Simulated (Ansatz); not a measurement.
**Mg$_{2}$Si (Fm-3m): band-edge transport data**

Consider the following.

```
Mg2Si
1.0
    0.00000     3.16271     3.16271
    3.16271     0.00000     3.16271
    3.16271     3.16271     0.00000
Mg Si
2 1
Direct
  0.25000   0.25000   0.25000
  0.75000   0.75000   0.75000
  0.00000   0.00000   0.00000
```

All values below come from HSE06, rigid bands (plane waves, PAW, scalar-relativistic; Ansatz, a first-principles code). Cell: cell and atoms relaxed with PBEsol.

| Item | Result |
|---|---|
| band gap | 0.56 eV |
| electron conductivity mass (300 K, dilute) | 0.27 mₑ |
| hole conductivity mass (300 K, dilute) | 0.37 mₑ |
| effective density of states N_c (300 K) | 1.1e19 cm⁻³ |
| effective density of states N_v (300 K) | 6.4e19 cm⁻³ |
| density-of-states mass, electrons | 0.59 mₑ |
| density-of-states mass, holes | 1.87 mₑ |
| Seebeck coefficient, n-type 1e19 cm⁻³, 300 K | -234 μV/K |
| Seebeck coefficient, p-type 1e19 cm⁻³, 300 K | 362 μV/K |
| best p-type power factor at 300 K for τ = 10 fs (best axis; densities from 1e16 to 1e21 cm⁻³ tried, whether or not they can be reached) | 22 μW/(cm·K²) at 1e20 cm⁻³ |

Rigid bands; masses and Seebeck coefficients take one relaxation time τ for all states and one kind of carrier; polarons and phonon drag are left out. Spin-orbit coupling is left out; where it splits the top of the valence band, N_v and the p-type Seebeck coefficient come out somewhat high without it. Geometry: cell and atoms relaxed with PBEsol.
